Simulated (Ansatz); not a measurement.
Pressure series in ZnSe

Take ZnSe in the zinc blende structure (space group F-43m, No. 216; a = 5.733 Å) as the base.

Cell and atoms are relaxed at each pressure.

Levels (all Ansatz, an electronic-structure program, PAW): PBE (420 eV, without spin-orbit coupling); r2SCAN (500 eV, no spin-orbit coupling).

The base cell above is that of PBE; each level relaxes its own structures.

| case | band gap, PBE | band gap, r2SCAN |
|---|---|---|
| pressure −2 GPa | 1.01 eV | 1.73 eV |
| pressure −1 GPa | 1.08 eV | 1.80 eV |
| pressure 0.3 GPa | 1.17 eV | 1.89 eV |
| pressure 0.7 GPa | 1.20 eV | 1.91 eV |
| pressure 1.5 GPa | 1.25 eV | 1.96 eV |
| pressure 3 GPa | 1.34 eV | 2.05 eV |
| pressure 5 GPa | 1.45 eV | 2.16 eV |
| pressure 7.5 GPa | 1.58 eV | 2.28 eV |
| pressure 10 GPa | 1.69 eV | 2.39 eV |

PBE lies below r2SCAN in every row, by 0.70 eV to 0.72 eV. They put the cases in the same order.

Load acts through the strain it causes; cell and atoms are relaxed under it. Stability against distortions was not tested. Tetrahedral semiconductors of this kind turn to denser phases somewhere between about 1 and 50 GPa; those were not computed, so compressed cells here can lie past the real transition.
